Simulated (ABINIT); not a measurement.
Worked example: self-consistent single point of ScAl3 (Pm-3m, 4 atoms in the cell) in ABINIT.

Computed with PBE, PAW (JTH v2.0 PBE PAW) (plane waves; ABINIT 10.0.3).

The change in words: lattice scaled by 0.98. Reference geometry:
```xyz
4
Lattice="3.9979 0.0000 0.0000 0.0000 3.9979 0.0000 0.0000 0.0000 3.9979" Properties=species:S:1:pos:R:3 pbc="T T T"
Sc     0.0000     0.0000     0.0000
Al     1.9989     0.0000     1.9989
Al     0.0000     1.9989     1.9989
Al     1.9989     1.9989     0.0000
```

Reference input (self-consistent single point, DFT, PBE, plane waves, PAW (JTH v2.0 PBE PAW)): pseudos = [Sc.GGA_PBE-JTH.xml, Al.GGA_PBE-JTH.xml]; ecut = 30 Ha; pawecutdg = 60 Ha; pawxcdev = 0; occopt = 3; tsmear = 0.00367493 Ha; ngkpt = 7 7 7; nshiftk = 1; shiftk = 0 0 0; potentials = JTH v2.0 PBE PAW; nband = 15; kptopt = 1. This run's input differs from it in these lines:

```diff
@@ -3,3 +3,3 @@
 pseudos "Sc.GGA_PBE-JTH.xml, Al.GGA_PBE-JTH.xml"
-acell 3.9978780000 3.9978780000 3.9978780000 Angstrom
+acell 3.9179200000 3.9179200000 3.9179200000 Angstrom
 rprim
@@ -14,5 +14,5 @@
          0.0000000000    0.0000000000    0.0000000000
-         3.7774472498    0.0000000000    3.7774472498
-         0.0000000000    3.7774472498    3.7774472498
-         3.7774472498    3.7774472498    0.0000000000
+         3.7018978891    0.0000000000    3.7018978891
+         0.0000000000    3.7018978891    3.7018978891
+         3.7018978891    3.7018978891    0.0000000000
 ecut 30 Ha
```

Output (repeated stretches shortened):

```
--- !BeginCycle
solver: {iscf: 17, nstep: 100, nline: 4, wfoptalg: 10, }
tolerances: {tolvrs: 1.00E-12, }
...

     iter   Etot(hartree)      deltaE(h)  residm     nres2
 ETOT  1  -52.559749605642    -5.256E+01 1.553E+00 1.979E+01
 ETOT  2  -53.463339272226    -9.036E-01 2.281E-01 2.524E+01
 ETOT  3  -53.413591003544     4.975E-02 4.972E-02 7.009E+00
 ETOT  4  -53.393620061002     1.997E-02 1.842E-02 3.042E-01
 ETOT  5  -53.393264172399     3.559E-04 1.919E-02 2.573E-02
   [... 8 lines left out ...]
 ETOT 14  -53.393239969438    -2.913E-13 1.257E-04 1.728E-10
 ETOT 15  -53.393239969438    -5.613E-13 5.190E-05 2.215E-11
 ETOT 16  -53.393239969439    -1.279E-13 1.203E-04 2.897E-12
 ETOT 17  -53.393239969438     4.405E-13 5.106E-05 4.277E-13
 At SCF step   17       nres2   =  4.28E-13 < tolvrs=  1.00E-12 =>converged.

 Cartesian components of stress tensor (hartree/bohr^3)
  sigma(1 1)= -5.48857692E-04  sigma(3 2)=  0.00000000E+00
  sigma(2 2)= -5.48857692E-04  sigma(3 1)=  0.00000000E+00
  sigma(3 3)= -5.48857692E-04  sigma(2 1)=  0.00000000E+00

 ----iterations are completed or convergence reached----

 reduced coordinates (array xred) for    4 atoms
       0.000000000000      0.000000000000      0.000000000000
       0.500000000000      0.000000000000      0.500000000000
       0.000000000000      0.500000000000      0.500000000000
       0.500000000000      0.500000000000      0.000000000000
 cartesian forces (eV/Angstrom) at end:
    1     -0.00000000000000    -0.00000000000000    -0.00000000000000
   [... lines left out ...]
 Fermi (or HOMO) energy (hartree) =   0.37665   Average Vxc (hartree)=  -0.38703
   [... lines left out ...]
'-kT*entropy'       : -1.36913498914766E-03
total_energy        : -5.33932400293930E+01
total_energy_eV     : -1.45290394996893E+03
...

-Cartesian components of stress tensor (GPa)         [Pressure=  1.6148E+01 GPa]
- sigma(1 1)= -1.61479481E+01  sigma(3 2)=  0.00000000E+00
- sigma(2 2)= -1.61479481E+01  sigma(3 1)=  0.00000000E+00
- sigma(3 3)= -1.61479481E+01  sigma(2 1)=  0.00000000E+00

 Calculation completed.
```

The run converged in 17 iterations. Against the reference run the free energy goes up by 70.0 meV/atom and the pressure goes from 8.08 to 16.15 GPa.

The starting cell comes from a database of computed structures (which also holds hypothetical and non-ambient phases and stackings), without a prior relaxation at this level. Its lattice was rescaled by a random factor within 2.5 % of one. For this run, on top of that: lattice scaled by 0.98. With a pressure of about 16 GPa the cell is away from its equilibrium volume at this level.

Cost on one core of a shared machine: roughly 80 s.
